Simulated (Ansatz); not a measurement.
```
CdSe
1.0
    4.19483     0.00000     0.00000
    2.09741     3.63283     0.00000
    2.09741    -1.21094     3.50916
Cd Se
1 1
Direct
  0.99645   0.00177   0.00532
  0.50355   0.24823   0.74468
```

No spin polarisation.

Method: LDA in Ansatz (plane waves to 420 eV, PAW, without spin-orbit coupling). Settings: 10×10×10 k-points, 0.05 eV Fermi–Dirac smearing.

Question: Predict the gap character and electron mass.

Answer: 
* **Gap character**: direct at Γ
* **Electron mass**: 0.046 mₑ out of plane, 0.041 mₑ in plane (at Γ)

The cells carry an imposed strain or load. Masses are band curvatures over ±0.01 Å⁻¹ around the edge. Stability against distortions was not tested. The cell was made from CdSe in the zinc blende structure (space group F-43m, No. 216) by this change: biaxial strain −1.25 %, plane normal [111], relaxed out of plane.

Ansatz is a quantum-chemistry and plane-wave program.
